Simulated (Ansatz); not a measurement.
Input:

```
CELL_PARAMETERS angstrom
      0.00000     3.36152     3.36152
      3.36152     0.00000     3.36152
      3.36152     3.36152     0.00000
ATOMIC_POSITIONS crystal
  In 0.00000 0.00000 0.00000
  Bi 0.25000 0.25000 0.25000
```

Method: r2SCAN, rigid bands (plane waves, PAW, scalar-relativistic; Ansatz, a first-principles code). Condition of this run: functional r2SCAN on the same cell. Geometry: cell and atoms relaxed with PBEsol.

Q: Is this a good metal at this level?

A: No. No gap is resolved, and few carriers conduct, as in a semimetal or a zero-gap semiconductor. N(E_F) = 0.022 states/eV a cell at 300 K and the Drude plasma energy along the best axis is 0.27 eV, several times under that of a simple or noble metal.

Spin-orbit coupling is left out; it can open or close a small gap.

Computed structure with no diffraction record at hand here (it may be known, metastable or hypothetical): InBi (F-43m).
